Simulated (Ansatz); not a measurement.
Fermi-surface data of NiS (R3m)

Here is the system:

```yaml
crystal:
  lattice:
    - [4.70414, 2.71594, 1.03178]
    - [-4.70414, 2.71594, 1.03178]
    - [0.00000, -5.43187, 1.03178]
  atoms:
    - { symbol: Ni, position: [0.66161, 0.39702, 0.39702] }
    - { symbol: Ni, position: [0.39702, 0.66161, 0.39702] }
    - { symbol: Ni, position: [0.39702, 0.39702, 0.66161] }
    - { symbol: S, position: [0.78189, 0.11894, 0.11894] }
    - { symbol: S, position: [0.11894, 0.78189, 0.11894] }
    - { symbol: S, position: [0.11894, 0.11894, 0.78189] }
```

These are PBEsol, rigid bands (plane waves, PAW, scalar-relativistic; Ansatz, an electronic-structure program) values and carry that method's errors. How the cell was made: cell and atoms relaxed with PBEsol.

* **density of states at the Fermi level**: 2.81 states/(eV·cell), both spins
* **bare Sommerfeld coefficient**: 1.10 mJ/(mol of atoms·K²)
* **Drude plasma energy**: 2.0 (x), 2.0 (y), 5.8 (z) eV
* **root-mean-square Fermi velocity**: 3.9e5 m/s
* **resistivity times τ**: 121 (x), 121 (y), 14.5 (z) ×10⁻²² Ω·m·s

A metal at this level (no band gap); rigid bands, thermally averaged at 300 K, both spins. Spin-orbit coupling is left out. τ is one relaxation time for all states.

Formula and space group known from diffraction (Crystallography Open Database), not checked to be the room-temperature form: NiS (R3m). Treated as nonmagnetic (a ferromagnetic start lost its moment, other orders weren't tried): NiS (R3m).
